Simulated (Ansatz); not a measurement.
The starting structures come from a database of crystals and need not be the phases stable at ambient conditions.

 Where the default PAW files enter, the runs use the earlier of Ansatz's two default sets.

Tunnelling through a barrier is set by its complex band structure: the current falls as exp(−2κd) with the smallest κ.

Data:

```yaml
crystal:
  lattice:
    - [6.82481, 0.00000, 0.00000]
    - [3.41241, 8.38036, 0.00000]
    - [3.41241, -1.38950, 3.11670]
  atoms:
    - { symbol: Te, position: [0.97275, 0.00000, 0.05450] }
    - { symbol: Te, position: [0.77725, 0.75000, 0.75000] }
    - { symbol: Te, position: [0.52725, 0.50000, 0.44550] }
    - { symbol: Te, position: [0.22275, 0.25000, 0.25000] }
    - { symbol: O, position: [0.55533, 0.18473, 0.58416] }
    - { symbol: O, position: [0.70476, 0.93473, 0.05518] }
    - { symbol: O, position: [0.57521, 0.68473, 0.28530] }
    - { symbol: O, position: [0.92578, 0.43473, 0.31428] }
    - { symbol: O, position: [0.17479, 0.06527, 0.18572] }
    - { symbol: O, position: [0.82422, 0.31527, 0.91584] }
    - { symbol: O, position: [0.19467, 0.56527, 0.44482] }
    - { symbol: O, position: [0.04524, 0.81527, 0.21470] }
```

Space group of this cell: P4_32_12. The cell is taken as given.

Transport runs along the normal of the first two printed cell vectors, the (111) plane of the conventional cell.

The gap is the functional's own. No spin-orbit coupling. Mid-gap values are interpolated on the energy grid.

Question: State the band gap and the smallest decay constant κ at mid-gap according to r2SCAN (Ansatz, a first-principles code).

Answer: Gap 3.48 eV on a 10×10×10 mesh; κ = 0.354 1/Å, at the zone centre.
